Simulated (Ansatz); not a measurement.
**MnSi, pressure series**

Start from MnSi (space group P2_13, No. 198; a = 4.5182 Å; ferromagnetic).

Cell and atoms are relaxed at each pressure.

Level of theory: PBE (Ansatz, a first-principles code, PAW, without spin-orbit coupling), earlier PAW set.

Two rows of this table had their results exchanged by mistake.

```csv
pressure,volume per atom (Å³),shortest distance (Å),band gap
pressure −2 GPa,11.64,2.285,zero
pressure −1 GPa,10.53,2.223,zero
pressure 0.9 GPa,11.48,2.277,zero
pressure 2.1 GPa,11.41,2.273,zero
pressure 4.5 GPa,11.29,2.266,zero
pressure 9 GPa,11.07,2.254,zero
pressure 15 GPa,10.81,2.239,zero
pressure 22.5 GPa,11.59,2.282,zero
pressure 30 GPa,10.28,2.208,zero
```

Task: Which two?

Result: The rows for pressure −1 GPa and pressure 22.5 GPa: the volume has to fall steadily with pressure, so 11.59 Å³ belongs to pressure −1 GPa and 10.53 Å³ to pressure 22.5 GPa.

Other magnetic orders, which the real material may have, were not ruled out. Load acts through the strain it causes; cell and atoms are relaxed under it. No phonon test of stability was made. No other phases were tried under pressure.
